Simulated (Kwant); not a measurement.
Model system: In0.53Ga0.47As/In0.52Al0.48As stack with 2 barriers. One parabolic valley. Leads of mass 0.041 mₑ with the band edge at 0; grid 0.1 nm; bias swept from 0.0208 to 0.43967 V, dropping linearly over the stack. Emitter Fermi level 0.086 eV, 77 K, equal in the collector.

| layer | thickness (nm) | band offset (eV) | mass (mₑ) |
|---|---|---|---|
| 1 | 2.3 | 0.52 | 0.075 |
| 2 | 10.3 | 0 | 0.041 |
| 3 | 2.3 | 0.52 | 0.075 |

The device is made up for the run: typed textbook-type constants, with dimensions and the other settings drawn at random.

Kwant, one-band effective-mass tight-binding model in one dimension, coherent, no space charge, current by the Tsu-Esaki formula.

Q: Tabulate J (A/cm²) against bias (V).

A: 
```
bias (V)  J (A/cm²)
--------  ---------
0.09934        1720
0.1255         1400
0.1517         2100
0.1779         4850
0.2041        14800
0.2302        40100
0.2564        76000
0.2826       109000
0.3088       131000
0.3350       139000
0.3611       127000
0.3873        78600
0.4135        16300
0.4397         8940
```
